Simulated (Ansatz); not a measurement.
A periodic model of amorphous Si30N44Ge3:

```xyz
77
Lattice="9.5960 0.0000 0.0000 0.0000 9.5960 0.0000 0.0000 0.0000 9.5960" Properties=species:S:1:pos:R:3 pbc="T T T"
Si     2.2675     5.3955     5.7691
Si     9.4678     6.1246     6.6539
Si     5.6284     9.1026     1.7277
Si     8.1034     1.9582     8.1018
Si     1.6302     5.4144     2.5273
Si     1.0410     0.2704     8.7889
Si     5.3452     7.3164     0.0608
Si     1.5397     3.2370     3.6253
Si     8.6056     3.2971     5.2792
Si     2.0617     8.5135     6.2374
Si     6.8533     5.4194     5.0035
Si     7.1122     1.6193     1.1290
Si     8.4204     7.6650     9.5355
Si     5.1271     2.3370     8.8138
Si     4.2283     4.5455     1.3950
Si     6.7079     3.7605     2.9476
Si     0.9732     0.8256     4.6837
Si     3.9002     9.0409     8.5786
Si     0.4420     0.2060     1.6444
Si     4.4759     3.1057     4.3732
Si     8.3787     6.3862     2.5122
Si     6.7336     8.2013     4.4985
Si     0.2624     7.9133     4.0296
Si     2.9656     1.9737     1.4520
Si     4.7456     7.0940     6.4509
Si     6.8501     1.5375     5.2391
Si     3.0515     1.6985     6.7870
Si     9.1373     3.1063     1.1993
Si     8.5702     9.0014     6.7684
Si     4.7214     4.2503     6.7031
N      5.5930     3.8588     8.1259
N      3.4878     3.1794     6.0212
N      6.7228     1.6322     9.0535
N      3.7143     8.1689     5.6503
N      1.6435     1.8784     7.7698
N      2.5447     0.6253     5.4408
N      8.4299     5.0269     5.7440
N      3.7719     5.6939     6.5747
N      7.2239     9.4555     5.6494
N      2.8627     2.2318     3.1439
N      7.7723     2.3906     6.4855
N      1.1282     4.9593     7.0951
N      7.5296     2.6776     4.0367
N      0.1735     8.6506     0.4110
N      5.4061     8.5399     3.4116
N      4.9461     7.7340     8.0242
N      4.0038     2.9245     0.4817
N      1.7568     0.9972     0.7550
N      1.2423     6.9170     5.6335
N      5.3914     5.6644     0.6295
N      7.2981     5.3236     3.3119
N      4.2423     1.0797     7.9386
N      6.2317     6.9059     5.5605
N      5.8142     1.1295     1.9737
N      2.8628     5.4571     1.4581
N      4.2854     8.6141     0.6736
N      0.6744     3.8571     2.2134
N      2.2229     8.8417     7.9606
N      0.4842     6.6265     2.8276
N      4.9963     3.8539     2.8506
N      8.3948     6.0378     0.6934
N      8.7985     1.4384     1.5486
N      2.1041     4.7683     4.1608
N      8.6673     7.4086     7.6292
N      0.8725     9.4100     3.2681
N      5.6665     4.2111     5.2874
N      9.0498     3.2681     8.9973
N      5.1846     1.5321     4.8459
N      7.3586     3.4649     1.3382
N      9.0258     0.5169     7.9916
N      0.3198     9.0892     5.6452
N      0.5261     2.4951     4.8074
N      6.8131     8.1648     0.6131
N      8.1405     7.7741     3.6309
Ge     1.0038     3.4817     8.0580
Ge     4.2533     9.5547     4.5780
Ge     6.9355     4.8433     0.0699
```

Computed with PBE, scalar-relativistic without spin-orbit coupling (plane waves to 420 eV, PAW; Ansatz, an electronic-structure program).

The cell was made by melting and quenching with the CHGNet potential and then relaxed with DFT. N atoms were pushed apart under 1.9 Å during the dynamics, to hinder bonds among them. The hot cell started wider than the set density and was brought back towards it in steps. It is the lowest in DFT energy of 2 quenches. It is a model cell: composition and starting density were chosen by hand, and all elements were melted together. No dispersion term was used. Its density started from a set value of 3.15 and ended at 3.15 g/cm³. Cooling (nominally 380 K/ps over its main leg) ran many orders faster than in experiment, which tends to leave more defects and strain. One small periodic cell is one sample of the glass; other quenches scatter about these values. The volume was held where the preparation left it, at a PBE pressure of -0.3 GPa (tension). Stress components on the final sampling reach 3.3 GPa.

Bonds are counted up to Si-Si 2.60 Å, Si-N 2.30 Å, Si-Ge 2.70 Å, N-N 1.70 Å, N-Ge 2.29 Å, Ge-Ge 2.81 Å. Two cations that share two anions don't count as bonded, nor two that share one unless they lie closer than Si-Si 2.38 Å, Si-Ge 2.47 Å, Ge-Ge 2.57 Å.

### Question
Give the coordination numbers, mean bond lengths and angles.

### Answer

The mean coordination of Si by anions comes out as 4.10 (1 with 3, 25 with 4, 4 with 5) and the mean coordination of N is 3.05 (2 with 2, 38 with 3, 4 with 4). The mean coordination of Ge by anions is 3.67 (1 with 3, 2 with 4) and the mean Si-N bond comes out as 1.778 Å (spread 0.084 Å, 123 counted). The mean N-Ge bond is 1.908 Å (spread 0.140 Å, 11 counted) and the bond angle at Si is mean 108.7°, spread 15.2°. The bond angle at N is mean 115.7°, spread 15.3° and the bond angle at Ge comes out as mean 111.4°, spread 23.3°.

### Question
Which atoms depart from the most common coordination of their element?

### Answer
Si6 has 5 (N58 1.77 Å, N70 1.81 Å, N48 1.87 Å, N44 1.93 Å, N35 2.00 Å); Si10 has 5 (N58 1.76 Å, N34 1.79 Å, N49 1.89 Å, N71 1.93 Å, N36 1.95 Å); Si20 has 5 (N60 1.77 Å, N68 1.79 Å, N66 1.86 Å, N32 1.92 Å, N40 2.21 Å); Si23 has 5 (N74 1.77 Å, N59 1.77 Å, N65 1.79 Å, N71 2.00 Å, N49 2.13 Å); Si24 has 3 (N48 1.70 Å, N47 1.71 Å, N40 1.71 Å); N36 has 4 (Si17 1.76 Å, Si27 1.79 Å, Si10 1.95 Å, Ge76 2.03 Å); N49 has 4 (Si1 1.84 Å, Si2 1.88 Å, Si10 1.89 Å, Si23 2.13 Å); N54 has 2 (Si12 1.62 Å, Si3 1.65 Å); N55 has 2 (Si5 1.63 Å, Si15 1.64 Å); N69 has 4 (Si16 1.76 Å, Si28 1.82 Å, Si12 1.87 Å, Ge77 1.92 Å); N71 has 4 (Si29 1.75 Å, Si17 1.77 Å, Si10 1.93 Å, Si23 2.00 Å); Ge75 has 3 (N35 1.75 Å, N42 1.77 Å, N67 1.82 Å).

### Question
List the pairs of like atoms that count as bonded by the rules above.

### Answer
There are none by these rules.

### Question
What Bader charges do the atoms carry, from a run on the zone centre alone?

### Answer
Means (range): Si +3.07 e (+2.93 to +3.15), N -2.22 e (-2.35 to -1.83), Ge +1.87 e (+1.79 to +1.97).
```
atom  charge (e)
----  ----------
Si1        +3.07
Si2        +3.00
Si3        +3.05
Si4        +3.11
Si5        +3.10
Si6        +3.07
Si7        +3.06
Si8        +3.10
Si9        +3.06
Si10       +3.05
Si11       +3.11
Si12       +3.09
Si13       +3.01
Si14       +3.08
Si15       +3.07
Si16       +3.12
Si17       +3.07
Si18       +3.06
Si19       +3.11
Si20       +3.00
Si21       +3.03
Si22       +3.10
Si23       +3.00
Si24       +2.93
Si25       +3.15
Si26       +3.07
Si27       +3.10
Si28       +3.07
Si29       +3.06
Si30       +3.09
N31        -2.05
N32        -2.25
N33        -2.34
N34        -2.03
N35        -1.83
N36        -2.14
N37        -2.29
N38        -2.34
N39        -2.29
N40        -2.20
N41        -2.32
N42        -1.93
N43        -2.28
N44        -2.26
N45        -1.99
N46        -2.33
N47        -2.27
N48        -2.27
N49        -2.21
N50        -1.99
N51        -2.35
N52        -2.30
N53        -2.35
N54        -2.24
N55        -2.20
N56        -2.29
N57        -2.32
N58        -2.28
N59        -2.29
N60        -2.30
N61        -1.93
N62        -2.32
N63        -2.31
N64        -2.23
N65        -2.31
N66        -2.31
N67        -1.97
N68        -2.01
N69        -2.16
N70        -2.31
N71        -2.32
N72        -2.35
N73        -2.26
N74        -2.29
Ge75       +1.86
Ge76       +1.97
Ge77       +1.79
```
